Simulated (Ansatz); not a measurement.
# CrSBr (Pmmn, No. 59; cell taken from a computed entry)

Calculation: LDA (Ansatz, an electronic-structure program, PAW).

Run with plane-wave cutoff 520 eV, 10×8×4 k mesh (along the axes of the cell as run), Fermi–Dirac smearing 0.01 eV, spin-polarised start, scalar-relativistic PAW data made under PBE.

Cell (relaxed with PBEsol):

```
CELL_PARAMETERS angstrom
      3.48654     0.00000     0.00000
      0.00000     4.66116     0.00000
      0.00000     0.00000     8.37115
ATOMIC_POSITIONS crystal
  Cr 0.50000 0.00000 0.87841
  Cr 0.00000 0.50000 0.12159
  S  0.50000 0.50000 0.93255
  S  0.00000 0.00000 0.06745
  Br 0.00000 0.00000 0.66648
  Br 0.50000 0.50000 0.33352
```

For CrSBr (Pmmn, No. 59; cell taken from a computed entry), the band gap is 0.16 eV (direct) and the Γ–Γ gap is 0.48 eV.

Measured, for comparison: band gap 1.5 ± 0.2 eV (150 K, no zero-point or thermal correction, scanning tunnelling spectroscopy, bulk; as tabulated in Telford et al. (2020), arXiv:2005.06110).

Note: the magnetic order was assumed, not searched for or taken from measurement; cell and atoms aren't relaxed at this level (largest force component 0.18 eV/Å, pressure -2.6 GPa).

Spin–orbit coupling is not included.

Computed values are for the static lattice.
